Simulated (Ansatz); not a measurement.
```xyz
10
Lattice="4.1562 0.0000 0.0000 0.0000 5.8778 0.0000 0.0000 0.0000 23.3125" Properties=species:S:1:pos:R:3 pbc="T T T"
S      3.1172     2.9462     7.3597
Cd     1.0391     1.7657     7.9418
S      5.1953     5.7703     9.5891
Cd     3.1172     4.2907     9.4966
S      7.2734     8.7495    11.6562
Cd     5.1953     7.2577    11.6562
S      9.3515    11.6481    13.7234
Cd     7.2734    10.1685    13.8159
S     11.4296    14.7018    15.9528
Cd     9.3515    13.5213    15.3706
```

No spin polarisation.

All numbers come from r2SCAN (Ansatz, a program for electronic structure), spin-orbit coupling left out. Settings: 8×6×1 k-points, 0.05 eV Fermi–Dirac smearing. The cell is a slab with vacuum along z.

Task: Estimate the valence-band top at Γ (three highest levels, from the VBM).

Result: 0.00, -0.13, -0.20 eV.

Task: Predict the band gap.

Result: 1.99 eV.

Task: What gap character does the calculation give?

Result: Direct at Γ.

Stability against distortions was not tested. The cell was made from CdS in the zinc blende structure (space group F-43m, No. 216) by this change: a free-standing slab of 5 layers (10 atoms, 2 a layer) is cut normal to [110], with 15 Å of vacuum and the in-plane cell held at bulk.
